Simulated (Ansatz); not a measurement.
Cr_Zn in zinc-blende ZnS: one set of geometries, relaxed with PBE, evaluated in Ansatz (PAW, plane waves to 420 eV, 500 eV under r2SCAN) with PBE, r2SCAN.

Cell and caveats: 64-site cell; 2×2×2 shifted k-points; start: the Zn site; charged states image-corrected; no Hubbard U; energies good to tenths of an eV.

```
quantity                                                                  PBE  r2SCAN
-----------------------------------------------------------------------  ----  ------
host gap (eV)                                                            2.01    2.56
neutral formation energy against bcc Cr, antiferromagnetic, hcp Zn (eV)  1.56    1.05
largest moment on one atom at charge 0 (μB)                              3.16    3.26
```

PBE narrows the gap by 0.55 eV against r2SCAN, the highest level run.

Ansatz is a first-principles code.
